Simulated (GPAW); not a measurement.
```xyz
4
Lattice="-2.0629 2.0629 4.0227 2.0629 -2.0629 4.0227 2.0629 2.0629 -4.0227" Properties=species:S:1:pos:R:3 pbc="T T T"
Pd     0.0000     0.0000     0.0500
Au     0.0000     2.0629     2.0113
Au     2.0629     0.0000     2.0113
Au     0.0000     0.0000     4.0227
```

Computed with LDA (Perdew-Wang 92), GPAW PAW datasets LDA (gpaw-data 1.0.1) (plane waves; GPAW).

The set-up and first iterations of a GPAW log for PdAu3 (I4mm, 4 atoms in the cell):

```
Input parameters:
  convergence: {density: 1e-05}
  kpts: {gamma: True,
         size: (12, 12, 12)}
  maxiter: 120
  mode: {ecut: 550.0,
         name: pw}
  nbands: -8
  occupations: {fixmagmom: False,
                name: fermi-dirac,
                width: 0.3}
  symmetry: {symmorphic: False,
             tolerance: 0.0005}

species:
  Pd:
    name: Palladium
    Z: 46.0
    valence: 16
    core: 30
    charge: 0.0
    file: Pd.LDA.gz

    # Using partial waves for Pd as LCAO basis

  Au:
    name: Gold
    Z: 79.0
    valence: 11
    core: 68
    charge: 0.0
    file: Au.LDA.gz

    # Using partial waves for Au as LCAO basis

Reference energy: -1686038.796904  # eV

Spin-paired calculation

Convergence criteria:
 Maximum [total energy] change in last 3 cyles: 0.0005 eV / valence electron
 Maximum integral of absolute [dens]ity change: 1e-05 electrons / valence electron
   [... lines left out ...]

Occupation numbers: Fermi-Dirac:
  width: 0.3000  # eV

Eigensolver

Densities:
  Coarse grid: 27*27*27 grid
  Fine grid: 54*54*54 grid
  Total Charge: 0.000000

Density mixing:
  Method: separate
  Backend: pulay
  Linear mixing parameter: 0.05
  old densities: 5
  Damping of long wavelength oscillations: 50

Hamiltonian:
  XC and Coulomb potentials evaluated on a 54*54*54 grid
  External potential:
    NoExternalPotential

Number of atoms: 4
Number of atomic orbitals: 39
Number of bands in calculation: 32
Number of valence electrons: 49
Bands to converge: occupied

Density initialized from atomic densities
  32 bands from LCAO basis set

Atomic positions and initial magnetic moments

Positions:
   0 Pd    -0.000000    0.000000    0.050002    ( 0.0000,  0.0000,  0.0000)
   1 Au     0.000000    2.062863    2.011331    ( 0.0000,  0.0000,  0.0000)
   2 Au     2.062863    0.000000    2.011331    ( 0.0000,  0.0000,  0.0000)
   3 Au     0.000000    0.000000    4.022663    ( 0.0000,  0.0000,  0.0000)

Unit cell:
           periodic     x           y           z      points  spacing
  1. axis:    yes   -2.062863    2.062863    4.022663    27     0.1360
  2. axis:    yes    2.062863   -2.062863    4.022663    27     0.1360
  3. axis:    yes    2.062863    2.062863   -4.022663    27     0.1080

  Lengths:   4.969167   4.969167   4.969167
  Angles:  130.944676 130.944676  71.900992

Effective grid spacing dv^(1/3) = 0.1515
     iter     time        total  log10-change:
                         energy   eigst   dens
iter:   1 --:--:--   -21.023378
iter:   2 --:--:--   -20.122283   -1.51  -1.23
iter:   3 --:--:--   -18.943047   -1.00  -1.29
iter:   4 --:--:--   -18.647965   -1.59  -1.55
iter:   5 --:--:--   -18.481204   -1.96  -1.85
iter:   6 --:--:--   -18.509904   -2.10  -2.18
iter:   7 --:--:--   -18.438210   -2.17  -2.33
iter:   8 --:--:--   -18.431915   -3.83  -2.58
iter:   9 --:--:--   -18.422346c  -3.48  -2.76
iter:  10 --:--:--   -18.422686c  -5.26  -3.29
iter:  11 --:--:--   -18.422564c  -5.26  -3.24
iter:  12 --:--:--   -18.422954c  -4.56  -3.17
iter:  13 --:--:--   -18.423670c  -4.96  -3.61
```

Problem. Will this run converge, and how will it end?

Solution. The run converged in 26 iterations. Its thresholds were met; that alone does not show that basis and mesh suffice. It ends on: free energy E − TS (from the program's reference atoms) -18.7043 eV; Fermi level (on the code's own zero) 8.77 eV; pressure -9.08 GPa; largest force (vector length) 0.261 eV/Å. The log goes on:

```
   [... 2 lines left out ...]
iter:  16 --:--:--   -18.423788c  -6.51  -3.92
iter:  17 --:--:--   -18.423750c  -6.96  -4.02
iter:  18 --:--:--   -18.423777c  -7.28  -4.15
iter:  19 --:--:--   -18.424007c  -6.42  -4.25
iter:  20 --:--:--   -18.424008c  -7.59c -4.34
iter:  21 --:--:--   -18.423903c  -7.06  -4.43
iter:  22 --:--:--   -18.423910c  -8.50c -4.76
iter:  23 --:--:--   -18.423915c  -8.30c -4.78
iter:  24 --:--:--   -18.423912c  -8.84c -4.85
iter:  25 --:--:--   -18.423888c  -8.42c -4.89
iter:  26 --:--:--   -18.423890c  -9.42c -5.02c
Converged after 26 iterations.

Dipole moment: (0.000000, -0.000000, -1.060350) |e|*Ang

Energy contributions relative to reference atoms: (reference = -1686038.796904)

Kinetic:        -42.419954
Potential:      +31.997461
External:        +0.000000
XC:              -7.923443
Entropy (-ST):   -0.560913
Local:           +0.202503
SIC:             +0.000000
--------------------------
Free energy:    -18.704346
Extrapolated:   -18.423890

Showing only first 2 kpts
 Kpt  Band  Eigenvalues  Occupancy
  0    22      7.88426    1.89942
  0    23      8.13674    1.78117
  0    24     10.69964    0.00317
  0    25     13.61243    0.00000

  1    22      7.84789    1.91039
  1    23      8.00531    1.85309
  1    24     11.29541    0.00044
  1    25     12.96730    0.00000

Fermi level: 8.76575

No gap
No difference between direct/indirect transitions
Energy (eV): -18.42389

Forces in eV/Ang:
  0 Pd    0.00000    0.00000   -0.26060
  1 Au    0.00000    0.00000    0.15186
  2 Au    0.00000   -0.00000    0.15186
  3 Au   -0.00000    0.00000   -0.04304

Stress tensor:
     0.057253     0.000000     0.000000
     0.000000     0.057253     0.000000
     0.000000     0.000000     0.055593
Stress (GPa, Voigt): [9.1729 9.1729 8.9069 0.     0.     0.    ]
```

For comparison: a first run was changed to give this one (kpts: 5 5 5 → 12 12 12; occupations.width: 0.1 eV → 0.3 eV), and from it to this one the free energy goes down by 53.3 meV/atom, the pressure goes from -9.70 to -9.08 GPa and the largest force goes from 0.271 to 0.261 eV/Å.

The starting cell comes from a database of computed structures (which also holds hypothetical and non-ambient phases and stackings), without a prior relaxation at this level. Its lattice was rescaled by up to half a per cent. One atom was moved a little off its site on purpose. Spin-orbit coupling is off. Spin polarisation is off. With a pressure of about -9 GPa the cell is away from its equilibrium volume at this level.

The run was DFT LDA (Perdew-Wang 92), plane waves, GPAW PAW datasets LDA (gpaw-data 1.0.1). Main settings of its input:

| setting | value |
|---|---|
| mode | pw |
| ecut | 550 eV |
| xc | LDA |
| kpts | 12 12 12 |
| mesh shift (steps) | 0 0 0 |
| occupations.name | fermi-dirac |
| occupations.width | 0.3 eV |
| nbands | -8 |
| convergence.density | 1e-05 e/electron |
| symmetry.symmorphic | false |
| symmetry.tolerance | 0.0005 |
| maxiter | 120 |
